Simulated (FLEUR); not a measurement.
FLEUR run on Sb (R-3m, 2 atoms in the cell): self-consistent single point.

Method: LDA (Perdew-Zunger), all-electron FLAPW (FLEUR), scalar-relativistic valence.

```
CELL_PARAMETERS angstrom
      3.89204    -2.11944     0.00000
      3.89204     2.11944     0.00000
      2.73789     0.00000     3.48483
ATOMIC_POSITIONS crystal
  Sb 0.23350 0.23350 0.23350
  Sb 0.76650 0.76650 0.76650
```

Reference input (self-consistent single point, DFT, PBE, all-electron FLAPW (FLEUR), scalar-relativistic valence): Kmax = 4 1/bohr; GmaxXC = 16 1/bohr; xcFunctional = pbe; jspins = 1; l_soc = F; mode = hist; fermiSmearingEnergy = 0.00367493 Htr; mesh (inpgen div1-3) = 8 8 8; inpgen gamma flag = true; Gmax = 16 1/bohr; numbands = 0; maxIterBroyd = 99. This run's input differs from it in these lines:

```diff
@@ -14,2 +14,3 @@
 &comp jspins=1 /
+&exco xctyp='pz' /
 &kpt div1=8 div2=8 div3=8 gamma=t /
@@ -26,3 +27,3 @@
       <coreElectrons ctail="T" frcor="F" kcrel="0" coretail_lmax="0"/>
-      <xcFunctional name="pbe" relativisticCorrections="F"/>
+      <xcFunctional name="pz" relativisticCorrections="F"/>
       <magnetism jspins="1"/>
```

Output, abridged:

```
 Iteration:     1   Distance:       3.81331335 me/bohr^3
 Iteration:     2   Distance:       3.58282672 me/bohr^3
 Iteration:     3   Distance:       1.12610609 me/bohr^3
 Iteration:     4   Distance:       0.22722582 me/bohr^3
 Iteration:     5   Distance:       0.14077092 me/bohr^3
   [... 4 lines left out ...]
 Iteration:    10   Distance:       0.00045766 me/bohr^3
 Iteration:    11   Distance:       0.00006184 me/bohr^3
 Iteration:    12   Distance:       0.00001249 me/bohr^3
 Iteration:    13   Distance:       0.00000377 me/bohr^3
 Reset of history
 Run finished successfully
 Stop message:
   Structural relaxation: new displacements generated

[file out, last iteration]
             iter=     14
[...]
          total density-effective poten   -2.1508353470E+04
          total charge density-energy d   -3.3046330123E+02
 Updated energy parameters for spin:           1
[...]
 fermi energy and band-weighting factors:

[...]
FERMIE:
          first approx. to ef    (T=0)  :   0.301696 htr   (energy of the highest occ. eigenvalue)
          number of occ. states  (T=0)  :        978
          first approx. to seigv (T=0)  : -14.583531 htr
          sum of weights of occ. states :  15.009766
          sum of semicore charge        :   0.000000 e
FERHIS:  Fermi-Energy by histogram:
          bandgap                     :   0.002949 htr
   [... lines left out ...]
          charge neutrality (T=0)     :   0.019531    (zero if the highest occ. eigenvalue is "entirely" occupied)
     EF_NEWTON:  Adjust Fermi-Energy by Newton-Method.
 Direct bandgap for spin            1 :    1.3914912344538566E-002  Htr
   [... lines left out ...]
 ---->    (input%tkb*entropy) TS=              0.0004062545 htr
 ---->    free energy=                    -12956.3613444509 htr
      extrapolation for T->0
 ---->    total electron energy=          -12956.3611413237 htr
 ***** TOTAL FORCES ON ATOMS *****
 TOTAL FORCE FOR ATOM TYPE=  1  X=  4.643   Y=  0.000   Z=  1.538
                       FX_TOT= 0.005834 FY_TOT= 0.000000 FZ_TOT= 0.001932
```

The run converged in 13 iterations. FLEUR gives forces in its relaxation mode, with a further iteration, so its stop message speaks of a relaxation. Against the reference run the largest force goes from 0.474 to 0.316 eV/Å.

The starting cell has typed, rounded lattice constants, without a prior relaxation at this level. Its lattice was rescaled by a random factor within 2.5 % of one. Spin-orbit coupling is off. Values depend on the basis (sphere radii, cutoffs, local orbitals), which need not be converged. The log's line on a gap gives a spacing of levels on this mesh, which the program prints for metals too.

Cost on one core of a shared machine: roughly 2 min.
